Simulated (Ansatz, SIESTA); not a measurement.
# Code comparison for Hf₂Ge (I4/mcm, 6 atoms in the cell)

Relaxation of cell and atoms.

```
CELL_PARAMETERS angstrom
     -3.25803     3.25803     2.62054
      3.25803    -3.25803     2.62054
      3.25803     3.25803    -2.62054
ATOMIC_POSITIONS crystal
  Hf 0.34424 0.15576 0.50000
  Hf 0.65576 0.84424 0.50000
  Hf 0.15576 0.65576 0.81152
  Hf 0.84424 0.34424 0.18848
  Ge 0.25000 0.25000 0.00000
  Ge 0.75000 0.75000 0.00000
```

Shared settings, as Ansatz (a program for electronic structure) writes them: kpoints.mp_grid.grid = 5 5 5; scf.occupations.method = gaussian; scf.occupations.width = 0.1 eV. Potentials and cutoffs stand in the table.

| code | model | final volume (Å³/atom) | cutoff |
|---|---|---|---|
| SIESTA | GGA PBEsol, numerical atomic orbitals DZP, PseudoDojo PBEsol standard norm-conserving potentials (rewritten from UPF to PSML) | 18.84 | grid 300 Ry |
| Ansatz | PBEsol, PAW files made with PBE | 18.77 | default |

On Ansatz's run: spin-orbit coupling is off.

The spread over the programs that give each value: final volume within 0.07 Å³/atom.

SIESTA uses small atom-centred bases, whose incompleteness enters pressures, forces and empty levels differently from a plane-wave cutoff. The programs treat the finite-basis stress differently while the cell relaxes: Ansatz adds an estimate of it.

The starting cell comes from a database of computed structures (which also holds hypothetical and non-ambient phases and stackings), without a prior relaxation at this level. Its lattice was rescaled by a random factor within 2.5 % of one.

Keys are those of Ansatz 0.2.
